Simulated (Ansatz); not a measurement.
Ge well of 8 atomic layers along [001] in random Si0.2Ge0.8, interfaces graded over 4 layers

Prepared with Tersoff's 1989 multicomponent potential (SiCGe.tersoff) in LAMMPS: minimisation. Geometry as solved with PBE, support functions at accuracy medium on the grid of 370 eV (Ansatz, a first-principles code).

```xyz
576
Lattice="17.11 0.00 0.00 0.00 17.11 0.00 0.00 0.00 45.88" Properties=species:S:1:pos:R:3 pbc="T T T"
Si     0.03    -0.01    -0.02
Ge     1.39     1.43     1.42
Ge     2.85     2.85    -0.01
Ge     4.30     4.27     1.43
Ge     2.89     0.04     2.86
Si     4.31     1.41     4.30
Si     0.02     2.86     2.86
Si     1.42     4.22     4.25
Ge     0.02     0.01     5.71
Ge     1.43     1.45     7.17
Ge     2.85     2.83     5.66
Ge     4.29     4.25     7.12
Ge     2.89     0.02     8.60
Si     4.30     1.39    10.04
Si    -0.02     2.82     8.59
Ge     1.41     4.23     9.97
Ge    -0.04     0.05    11.41
Ge     1.39     1.46    12.89
Ge     2.87     2.81    11.41
Ge     4.26     4.27    12.87
Ge     2.84     0.01    14.29
Ge     4.26     1.43    15.74
Si     0.01     2.87    14.33
Si     1.39     4.24    15.72
Ge    -0.01     0.01    17.16
Ge     1.42     1.43    18.62
Ge     2.81     2.88    17.16
Ge     4.26     4.28    18.62
Ge     2.85     0.01    20.07
Ge     4.27     1.42    21.53
Ge    -0.01     2.85    20.07
Ge     1.42     4.27    21.53
Ge     0.00     0.00    22.98
Ge     1.43     1.42    24.44
Ge     2.85     2.85    22.98
Ge     4.28     4.27    24.43
Ge     2.87     0.02    25.91
Si     4.29     1.42    27.32
Ge     0.00     2.85    25.88
Ge     1.43     4.27    27.32
Ge    -0.02    -0.03    28.79
Ge     1.45     1.39    30.21
Ge     2.88     2.82    28.74
Ge     4.30     4.28    30.18
Si     2.85    -0.01    31.63
Ge     4.27     1.39    33.03
Ge     0.00     2.84    31.62
Ge     1.44     4.29    33.04
Ge     0.00    -0.03    34.48
Ge     1.43     1.42    35.89
Ge     2.88     2.85    34.47
Ge     4.34     4.29    35.89
Ge     2.86    -0.01    37.32
Ge     4.32     1.45    38.70
Ge     0.00     2.84    37.32
Ge     1.42     4.29    38.74
Ge     0.00    -0.03    40.14
Ge     1.43     1.42    41.58
Ge     2.87     2.86    40.16
Ge     4.26     4.30    41.61
Ge     2.83    -0.03    43.05
Ge     4.31     1.39    44.48
Ge    -0.01     2.87    42.99
Ge     1.46     4.31    44.40
Ge     0.01     5.70    -0.01
Ge     1.42     7.13     1.45
Ge     2.86     8.53     0.01
Ge     4.28     9.98     1.45
Ge     2.82     5.66     2.87
Ge     4.27     7.11     4.28
Ge    -0.01     8.61     2.86
Si     1.43     9.99     4.27
Ge     0.02     5.63     5.68
Ge     1.42     7.11     7.11
Ge     2.83     8.57     5.67
Ge     4.27     9.99     7.12
Ge     2.85     5.68     8.55
Ge     4.28     7.12     9.98
Ge    -0.01     8.54     8.56
Ge     1.43     9.98    10.00
Ge     0.01     5.68    11.44
Ge     1.43     7.12    12.87
Ge     2.86     8.55    11.43
Ge     4.29    10.02    12.83
Ge     2.81     5.65    14.33
Ge     4.26     7.12    15.74
Ge    -0.01     8.54    14.30
Ge     1.42     9.99    15.73
Ge     0.01     5.66    17.16
Ge     1.42     7.11    18.62
Ge     2.85     8.55    17.18
Ge     4.28     9.98    18.63
Ge     2.85     5.70    20.08
Ge     4.28     7.12    21.53
Ge     0.00     8.54    20.07
Ge     1.42     9.97    21.52
Ge     0.00     5.70    22.98
Ge     1.42     7.13    24.43
Ge     2.85     8.55    22.98
Ge     4.28     9.98    24.42
Ge     2.85     5.70    25.88
Ge     4.29     7.13    27.31
Ge     0.00     8.56    25.88
Ge     1.44     9.99    27.32
Ge     0.00     5.71    28.76
Ge     1.44     7.14    30.18
Ge     2.89     8.57    28.75
Ge     4.35     9.98    30.19
Ge     2.89     5.73    31.62
Ge     4.34     7.16    33.06
Ge    -0.01     8.56    31.61
Ge     1.46     9.97    33.06
Ge     0.00     5.72    34.47
Ge     1.47     7.17    35.87
Si     2.89     8.56    34.45
Ge     4.25     9.99    35.88
Ge     2.89     5.73    37.33
Si     4.23     7.18    38.76
Ge     0.05     8.60    37.36
Si     1.44    10.01    38.78
Ge    -0.02     5.69    40.21
Ge     1.48     7.13    41.58
Si     2.83     8.57    40.12
Ge     4.24     9.95    41.55
Si     2.87     5.72    43.01
Ge     4.29     7.07    44.45
Ge     0.01     8.56    42.99
Ge     1.42     9.97    44.46
Ge    -0.02    11.38     0.03
Ge     1.43    12.84     1.44
Ge     2.83    14.30    -0.02
Ge     4.32    15.72     1.40
Ge     2.86    11.41     2.90
Si     4.29    12.83     4.28
Ge     0.01    14.28     2.85
Ge     1.47    15.69     4.28
Ge     0.02    11.39     5.68
Ge     1.44    12.84     7.13
Ge     2.90    14.24     5.70
Ge     4.33    15.69     7.14
Ge     2.87    11.42     8.58
Ge     4.32    12.85    10.00
Ge     0.01    14.27     8.56
Ge     1.43    15.70    10.02
Ge     0.03    11.43    11.46
Si     1.43    12.85    12.86
Ge     2.85    14.24    11.45
Ge     4.29    15.71    12.83
Ge     2.83    11.44    14.27
Ge     4.27    12.84    15.73
Ge     0.02    14.25    14.26
Ge     1.43    15.68    15.73
Ge     0.00    11.41    17.18
Ge     1.42    12.84    18.63
Ge     2.85    14.26    17.19
Ge     4.28    15.68    18.64
Ge     2.85    11.41    20.08
Ge     4.28    12.84    21.53
Ge    -0.01    14.27    20.08
Ge     1.43    15.69    21.53
Ge     0.00    11.40    22.98
Ge     1.43    12.83    24.43
Ge     2.86    14.27    22.99
Ge     4.29    15.69    24.45
Ge     2.87    11.41    25.87
Ge     4.30    12.80    27.36
Ge     0.00    14.26    25.87
Ge     1.43    15.67    27.34
Ge     0.02    11.42    28.77
Si     1.43    12.82    30.18
Ge     2.84    14.22    28.79
Ge     4.25    15.71    30.21
Ge     2.85    11.41    31.58
Ge     4.28    12.83    33.05
Ge     0.01    14.25    31.55
Ge     1.44    15.68    33.01
Ge     0.04    11.44    34.50
Si     1.40    12.85    35.94
Ge     2.82    14.22    34.50
Ge     4.29    15.65    35.89
Ge     2.82    11.43    37.34
Si     4.29    12.82    38.71
Si    -0.01    14.20    37.31
Ge     1.40    15.63    38.70
Si     0.00    11.41    40.10
Ge     1.40    12.81    41.55
Ge     2.87    14.21    40.11
Ge     4.26    15.68    41.56
Ge     2.84    11.40    43.00
Ge     4.27    12.86    44.43
Ge     0.02    14.27    43.04
Si     1.40    15.70    44.46
Si     5.76     0.03     0.02
Si     7.12     1.41     1.42
Ge     8.56     2.82     0.03
Si     9.96     4.26     1.42
Ge     8.52     0.01     2.83
Ge     9.96     1.43     4.28
Ge     5.73     2.81     2.88
Si     7.13     4.26     4.26
Si     5.67     0.02     5.69
Ge     7.09     1.40     7.11
Ge     8.52     2.87     5.69
Ge     9.98     4.27     7.14
Ge     8.56    -0.03     8.53
Ge     9.99     1.42     9.97
Ge     5.67     2.80     8.60
Ge     7.12     4.27     9.99
Si     5.69     0.01    11.40
Ge     7.10     1.39    12.83
Ge     8.56     2.83    11.42
Ge    10.00     4.26    12.86
Ge     8.55     0.00    14.29
Ge    10.00     1.43    15.74
Ge     5.70     2.84    14.29
Ge     7.13     4.27    15.73
Ge     5.69     0.00    17.19
Ge     7.13     1.43    18.63
Ge     8.56     2.85    17.18
Ge    10.00     4.27    18.62
Ge     8.56     0.01    20.09
Ge     9.99     1.44    21.53
Ge     5.70     2.85    20.08
Ge     7.13     4.27    21.53
Ge     5.71     0.01    22.99
Ge     7.13     1.44    24.44
Ge     8.58     2.87    23.00
Si     9.98     4.28    24.42
Ge     8.55    -0.01    25.88
Ge     9.98     1.42    27.30
Ge     5.68     2.83    25.90
Ge     7.13     4.28    27.32
Ge     5.68     0.01    28.74
Ge     7.14     1.41    30.20
Ge     8.55     2.85    28.75
Ge     9.96     4.28    30.20
Ge     8.59     0.00    31.66
Si     9.97     1.42    33.10
Ge     5.71     2.84    31.63
Ge     7.13     4.26    33.09
Ge     5.73    -0.02    34.48
Ge     7.17     1.43    35.90
Si     8.57     2.81    34.45
Ge     9.97     4.22    35.85
Si     8.58    -0.04    37.26
Ge    10.00     1.33    38.72
Si     5.73     2.84    37.28
Ge     7.09     4.26    38.71
Ge     5.73     0.00    40.14
Ge     7.16     1.41    41.62
Ge     8.56     2.82    40.13
Ge     9.97     4.26    41.59
Si     8.59     0.04    43.05
Si     9.93     1.41    44.45
Ge     5.71     2.85    43.03
Ge     7.12     4.29    44.49
Si     5.69     5.68     0.00
Ge     7.11     7.09     1.39
Ge     8.56     8.55    -0.01
Ge    10.01     9.98     1.44
Ge     8.55     5.65     2.84
Ge     9.95     7.16     4.26
Ge     5.72     8.54     2.86
Ge     7.16     9.97     4.31
Ge     5.74     5.67     5.68
Ge     7.16     7.14     7.10
Si     8.57     8.56     5.71
Ge     9.97     9.95     7.14
Ge     8.56     5.71     8.57
Ge    10.01     7.15     9.98
Ge     5.72     8.56     8.55
Ge     7.12    10.01    10.02
Ge     5.70     5.70    11.44
Ge     7.14     7.14    12.86
Ge     8.58     8.58    11.45
Si     9.98     9.99    12.86
Ge     8.57     5.69    14.30
Ge     9.99     7.13    15.73
Ge     5.69     8.56    14.29
Ge     7.14     9.97    15.74
Ge     5.70     5.70    17.18
Ge     7.13     7.12    18.63
Ge     8.56     8.54    17.19
Ge     9.98     9.97    18.64
Ge     8.57     5.69    20.08
Ge     9.98     7.12    21.54
Ge     5.71     8.55    20.08
Ge     7.13     9.98    21.53
Ge     5.71     5.70    22.98
Ge     7.14     7.12    24.43
Ge     8.56     8.56    22.98
Ge     9.98     9.98    24.44
Ge     8.58     5.67    25.85
Ge     9.96     7.12    27.34
Ge     5.71     8.56    25.87
Ge     7.10    10.00    27.34
Ge     5.74     5.75    28.78
Si     7.10     7.17    30.23
Ge     8.51     8.54    28.80
Ge     9.97     9.99    30.21
Ge     8.51     5.72    31.60
Ge     9.96     7.14    33.03
Si     5.75     8.58    31.62
Si     7.12     9.98    33.01
Si     5.71     5.70    34.46
Ge     7.09     7.12    35.86
Ge     8.51     8.58    34.43
Ge     9.95    10.01    35.87
Ge     8.54     5.68    37.28
Ge     9.97     7.13    38.72
Ge     5.65     8.54    37.33
Ge     7.11    10.00    38.72
Ge     5.66     5.74    40.13
Ge     7.12     7.13    41.57
Ge     8.56     8.58    40.16
Ge    10.04     9.99    41.59
Ge     8.54     5.70    43.02
Ge    10.01     7.15    44.41
Ge     5.69     8.55    43.01
Ge     7.13     9.99    44.44
Ge     5.69    11.42     0.00
Ge     7.14    12.83     1.43
Ge     8.57    14.24    -0.03
Ge     9.97    15.67     1.43
Ge     8.59    11.42     2.89
Si     9.97    12.85     4.29
Ge     5.68    14.24     2.87
Ge     7.09    15.71     4.31
Ge     5.70    11.44     5.69
Ge     7.13    12.88     7.16
Ge     8.59    14.29     5.71
Si     9.98    15.68     7.14
Ge     8.57    11.43     8.59
Si     9.97    12.84     9.99
Si     5.71    14.28     8.57
Ge     7.09    15.69     9.99
Si     5.70    11.42    11.42
Ge     7.12    12.80    12.83
Ge     8.55    14.24    11.39
Ge     9.97    15.67    12.85
Ge     8.57    11.38    14.28
Ge     9.98    12.83    15.74
Ge     5.71    14.26    14.28
Ge     7.13    15.68    15.74
Ge     5.70    11.41    17.18
Ge     7.13    12.84    18.64
Ge     8.56    14.26    17.19
Ge    10.00    15.70    18.63
Ge     8.55    11.40    20.08
Ge     9.98    12.83    21.53
Ge     5.70    14.26    20.09
Ge     7.13    15.69    21.53
Ge     5.70    11.41    22.98
Ge     7.13    12.83    24.43
Ge     8.55    14.25    22.98
Ge     9.98    15.68    24.42
Ge     8.55    11.41    25.89
Ge     9.95    12.86    27.34
Ge     5.71    14.24    25.90
Ge     7.15    15.66    27.35
Si     5.72    11.41    28.76
Ge     7.13    12.83    30.15
Si     8.55    14.25    28.77
Ge     9.97    15.63    30.20
Ge     8.54    11.44    31.66
Si     9.95    12.89    33.06
Ge     5.71    14.27    31.62
Ge     7.18    15.65    33.08
Ge     5.76    11.40    34.45
Si     7.17    12.85    35.84
Si     8.60    14.25    34.50
Si     9.96    15.70    35.86
Ge     8.53    11.45    37.29
Ge    10.01    12.83    38.75
Ge     5.73    14.19    37.28
Ge     7.16    15.68    38.68
Ge     5.67    11.43    40.15
Ge     7.14    12.84    41.59
Ge     8.58    14.28    40.17
Ge     9.99    15.74    41.61
Ge     8.59    11.42    43.03
Si     9.98    12.84    44.44
Ge     5.72    14.29    43.02
Ge     7.16    15.75    44.45
Ge    11.36     0.02    -0.03
Ge    12.81     1.43     1.41
Ge    14.28     2.83     0.00
Ge    15.72     4.26     1.45
Ge    14.26     0.01     2.84
Ge    15.71     1.45     4.26
Ge    11.38     2.88     2.84
Ge    12.82     4.28     4.29
Ge    11.40     0.00     5.76
Si    12.83     1.42     7.14
Ge    14.23     2.82     5.73
Ge    15.69     4.23     7.17
Ge    14.26     0.06     8.56
Si    15.69     1.46     9.96
Ge    11.46     2.85     8.56
Si    12.85     4.25    10.00
Ge    11.41     0.00    11.44
Ge    12.87     1.41    12.88
Ge    14.28     2.84    11.39
Ge    15.70     4.24    12.90
Si    14.28     0.02    14.30
Ge    15.67     1.44    15.70
Ge    11.45     2.87    14.32
Si    12.83     4.26    15.76
Ge    11.44     0.03    17.20
Si    12.83     1.44    18.62
Ge    14.21     2.84    17.18
Ge    15.67     4.26    18.62
Ge    14.23     0.04    20.05
Ge    15.67     1.43    21.52
Ge    11.43     2.83    20.05
Ge    12.82     4.27    21.53
Ge    11.40     0.00    22.97
Ge    12.82     1.44    24.42
Ge    14.26     2.86    22.98
Ge    15.68     4.28    24.43
Ge    14.25     0.01    25.87
Ge    15.68     1.42    27.33
Ge    11.37     2.87    25.84
Ge    12.81     4.28    27.30
Ge    11.38    -0.02    28.75
Ge    12.81     1.41    30.19
Ge    14.23     2.85    28.76
Ge    15.66     4.29    30.21
Ge    14.24    -0.05    31.60
Ge    15.66     1.39    33.04
Ge    11.37     2.82    31.66
Ge    12.84     4.29    33.01
Si    11.34     0.01    34.49
Si    12.78     1.36    35.85
Ge    14.21     2.81    34.48
Ge    15.66     4.26    35.89
Ge    14.19    -0.01    37.31
Ge    15.65     1.42    38.74
Ge    11.42     2.79    37.28
Ge    12.83     4.26    38.73
Si    11.43    -0.04    40.15
Ge    12.80     1.39    41.58
Ge    14.26     2.87    40.20
Si    15.67     4.28    41.60
Ge    14.25    -0.02    43.02
Ge    15.72     1.39    44.45
Ge    11.36     2.80    43.04
Ge    12.83     4.25    44.45
Ge    11.38     5.68     0.01
Ge    12.80     7.14     1.45
Ge    14.26     8.57     0.02
Si    15.67     9.98     1.43
Ge    14.26     5.70     2.86
Ge    15.69     7.13     4.29
Si    11.39     8.55     2.85
Ge    12.79     9.96     4.24
Ge    11.38     5.73     5.71
Ge    12.80     7.14     7.18
Ge    14.23     8.55     5.71
Ge    15.68     9.98     7.13
Ge    14.24     5.67     8.59
Ge    15.67     7.11    10.01
Si    11.39     8.56     8.56
Ge    12.78     9.96     9.99
Ge    11.44     5.67    11.39
Ge    12.83     7.10    12.87
Ge    14.24     8.55    11.43
Ge    15.68     9.99    12.86
Ge    14.23     5.66    14.34
Ge    15.68     7.10    15.75
Ge    11.38     8.58    14.26
Ge    12.82     9.97    15.73
Ge    11.43     5.68    17.16
Ge    12.83     7.12    18.63
Ge    14.25     8.54    17.18
Ge    15.68     9.98    18.63
Ge    14.26     5.70    20.08
Ge    15.68     7.13    21.53
Ge    11.41     8.54    20.08
Ge    12.83     9.98    21.53
Ge    11.38     5.67    23.00
Ge    12.81     7.12    24.43
Ge    14.25     8.55    22.98
Ge    15.68     9.98    24.43
Ge    14.25     5.71    25.88
Ge    15.66     7.16    27.34
Ge    11.40     8.55    25.90
Ge    12.85     9.96    27.36
Ge    11.41     5.71    28.77
Ge    12.89     7.13    30.18
Si    14.26     8.55    28.76
Ge    15.67     9.97    30.16
Si    14.25     5.70    31.61
Ge    15.65     7.11    33.01
Ge    11.42     8.55    31.61
Ge    12.82    10.01    33.05
Ge    11.39     5.70    34.45
Ge    12.82     7.14    35.89
Ge    14.26     8.57    34.47
Ge    15.70    10.00    35.91
Ge    14.26     5.71    37.32
Ge    15.67     7.16    38.77
Ge    11.40     8.59    37.31
Ge    12.84    10.00    38.78
Ge    11.41     5.71    40.16
Ge    12.85     7.18    41.58
Si    14.25     8.58    40.16
Ge    15.70     9.99    41.51
Ge    14.26     5.69    42.99
Ge    15.68     7.13    44.44
Si    11.43     8.56    43.00
Ge    12.82     9.98    44.42
Ge    11.41    11.45    -0.02
Si    12.82    12.83     1.42
Ge    14.23    14.24     0.03
Ge    15.71    15.71     1.39
Ge    14.23    11.40     2.80
Ge    15.67    12.82     4.26
Ge    11.41    14.21     2.86
Ge    12.83    15.69     4.28
Ge    11.37    11.41     5.68
Ge    12.80    12.83     7.14
Ge    14.25    14.25     5.71
Ge    15.68    15.70     7.13
Ge    14.24    11.41     8.58
Ge    15.68    12.84    10.01
Ge    11.35    14.26     8.57
Ge    12.82    15.70     9.98
Ge    11.34    11.41    11.42
Ge    12.81    12.83    12.86
Ge    14.24    14.27    11.43
Ge    15.66    15.72    12.88
Ge    14.25    11.41    14.30
Ge    15.69    12.84    15.73
Ge    11.42    14.28    14.31
Ge    12.87    15.73    15.72
Ge    11.41    11.40    17.19
Ge    12.84    12.84    18.62
Ge    14.26    14.27    17.17
Ge    15.68    15.70    18.63
Ge    14.26    11.41    20.08
Ge    15.68    12.83    21.53
Ge    11.41    14.26    20.08
Ge    12.83    15.69    21.52
Ge    11.40    11.40    22.98
Ge    12.83    12.83    24.43
Ge    14.25    14.26    22.98
Ge    15.68    15.69    24.42
Ge    14.26    11.40    25.89
Ge    15.68    12.84    27.33
Ge    11.40    14.25    25.88
Ge    12.83    15.68    27.31
Ge    11.40    11.42    28.77
Ge    12.79    12.88    30.24
Ge    14.25    14.28    28.79
Si    15.67    15.67    30.19
Ge    14.26    11.42    31.61
Ge    15.70    12.84    33.03
Si    11.34    14.24    31.66
Ge    12.73    15.69    33.05
Ge    11.37    11.46    34.44
Ge    12.82    12.86    35.91
Ge    14.24    14.27    34.45
Ge    15.69    15.64    35.93
Ge    14.28    11.44    37.35
Si    15.74    12.83    38.72
Ge    11.39    14.33    37.31
Si    12.81    15.70    38.75
Si    11.41    11.40    40.16
Ge    12.81    12.82    41.54
Ge    14.26    14.24    40.09
Ge    15.67    15.66    41.58
Ge    14.26    11.40    42.97
Ge    15.67    12.82    44.45
Ge    11.38    14.23    43.02
Ge    12.81    15.67    44.45
```
